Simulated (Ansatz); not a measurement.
The starting structures come from a database of crystals and need not be the phases stable at ambient conditions.

 Where the default PAW files enter, the runs use the earlier of Ansatz's two default sets.

## Evanescent states of Cd(InSe$_{2}$)$_{2}$ (P-42m, not sure to be the ambient phase, 7 atoms a cell, 29.4 Å³ an atom) along the normal of (001)

All values below come from PBEsol (plane waves, PAW; Ansatz, a quantum-chemistry and plane-wave program).

The gap is the functional's own, uncorrected, and κ follows it; spin-orbit coupling is left out. Mid-gap values are interpolated between the computed energies.

Energies count from the valence-band top; κ is the least over a 6×6 mesh across the current.

| E (eV) | κ (1/Å) | where |
|---|---|---|
| 0.03 | 0.056 | Γ |
| 0.09 | 0.065 | Γ |
| 0.15 | 0.072 | Γ |
| 0.21 | 0.076 | Γ |
| 0.27 | 0.079 | Γ |
| 0.33 | 0.081 | Γ |
| 0.39 | 0.081 | Γ |
| 0.45 | 0.080 | Γ |
| 0.51 | 0.077 | Γ |
| 0.57 | 0.073 | Γ |
| 0.63 | 0.067 | Γ |
| 0.69 | 0.059 | Γ |
| 0.75 | 0.047 | Γ |
| 0.81 | 0.027 | Γ |

Problem. How thick must the barrier be to attenuate the transmission by 10^8 when the electrodes' Fermi level lies at 0.75 eV, and what attenuation does that film give at 0.57 eV?

Solution. d = 8 ln 10 / (2 × 0.047) = 196.0 Å. At 0.57 eV it gives 8 × 0.073/0.047 = 12.4 decades.
